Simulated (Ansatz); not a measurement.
The reference is BAs in the zinc blende structure (space group F-43m, No. 216).

```
CELL_PARAMETERS angstrom
      0.00000     2.39196     2.39196
      2.39196     0.00000     2.39196
      2.39196     2.39196     0.00000
ATOMIC_POSITIONS crystal
  As 0.25000 0.25000 0.25000
  B  0.00000 0.00000 0.00000
```

Cartesian axes are those of the cell as printed.

The values are results of r2SCAN in Ansatz (plane waves to 500 eV, PAW, scalar-relativistic without spin-orbit coupling), not measurements.

Strains are applied to the cell and any free atomic positions relax; under biaxial strain the out-of-plane vector relaxes too; under stress the whole cell relaxes.

One change was made to it. Results:

```csv
quantity,base,after
band gap,1.38 eV,1.29 eV
energy relative to the base (free energy F),0 meV/atom,+2.0 meV/atom
```

Question: Name the change that was made.
(A) biaxial strain +2.68 %, plane normal [111], relaxed out of plane
(B) uniaxial stress, 8 GPa compression along x
(C) uniaxial strain ε_xx = +1.28 %
(D) biaxial strain −2.40 %, plane normal [001], relaxed out of plane
(E) biaxial strain −2.16 %, plane normal [001], relaxed out of plane

Answer: C, uniaxial strain ε_xx = +1.28 %. For comparison, the energy relative to the base in the other runs: biaxial strain +2.68 %, plane normal [111], relaxed out of plane gives +22 meV/atom; biaxial strain −2.16 %, plane normal [001], relaxed out of plane gives +14 meV/atom; uniaxial stress, 8 GPa compression along x gives +11 meV/atom; biaxial strain −2.40 %, plane normal [001], relaxed out of plane gives +17 meV/atom.

Beyond what the load breaks, stability against distortions was not tested.

Ansatz is a quantum-chemistry and plane-wave program.
